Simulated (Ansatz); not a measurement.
Functionals compared on OH on the 1x1 (110) surface of bcc W, one in a 2x2 cell, started at the site 'hollow W-W-W', in Ansatz (plane waves, PAW). The structure was relaxed with PBE; the other rows are single points on it, each with its references at the same level. Cutoff 420 eV (500 eV for r2SCAN).

Model: 18-atom slab, 6.6 Å thick at the start under the adsorbate (thin: gaps and levels are the slab's own), 6x6x1 mesh, Fermi-Dirac 0.1 eV, dipole correction, 8 atoms held, the rest relaxed; no symmetry held; no spin, no spin-orbit, no U, no dispersion correction. At the end it is bonded to 3 W. In PBE it is, or lies within 0.03 eV of, the lowest of the starts that converged. These notes are the PBE run's. Adsorption energies are against H2O(g) − ½ H2(g). A negative adsorption energy means that the adsorbate is more stable on the surface than in its reference.

| functional | adsorption energy (eV) | work function of the top face (eV) | change of the work function (eV) | rough cost of the single point |
|---|---|---|---|---|
| PBE | -0.99 | 3.18 | -1.64 | – |
| RPBE | -0.73 | 3.07 | -1.61 | roughly 3 core-minutes |
| r2SCAN | ___ | ___ | ___ | around 7 core-minutes (rough) |

Q: Fill in the missing entries.

A: 
- r2SCAN, adsorption energy (eV): -1.28
- r2SCAN, work function of the top face (eV): 3.19
- r2SCAN, change of the work function (eV): -1.70

Ansatz is an electronic-structure program.
